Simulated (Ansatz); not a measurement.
# Ta, response to strain

Consider Ta in the bcc (W type) structure (space group Im-3m, No. 229; relaxed with 0.1 eV smearing).

```
CELL_PARAMETERS angstrom
     -1.65304     1.65304     1.65304
      1.65304    -1.65304     1.65304
      1.65304     1.65304    -1.65304
ATOMIC_POSITIONS crystal
  Ta 0.00000 0.00000 0.00000
```

Strains are applied to the cell and any free atomic positions relax.

Computed with Ansatz (a program for electronic structure), r2SCAN, PAW, cutoff 500 eV, spin-orbit coupling left out.

| isotropic strain (%) | pressure (GPa) |
|---|---|
| -3 | 21.7 |
| -2.5 | 17.6 |
| -2 | 13.6 |
| -1.5 | 9.9 |
| -1 | 6.4 |
| -0.5 | ? |
| 0 | 0.0 |

### Question
Fit P = P₀ − Bδ + Cδ² with δ = (1 + ε)³ − 1 to the rows shown and predict the withheld row.

### Answer
Least squares on the printed values gives P₀ = 0.0 GPa, B = 197 GPa, C = 587 GPa (largest residual 0.0 GPa); this predicts 3.1 GPa, and the run gives 3.1 GPa, in agreement.

Whether these cells are dynamically stable was not tested. The final runs are not spin-polarised.
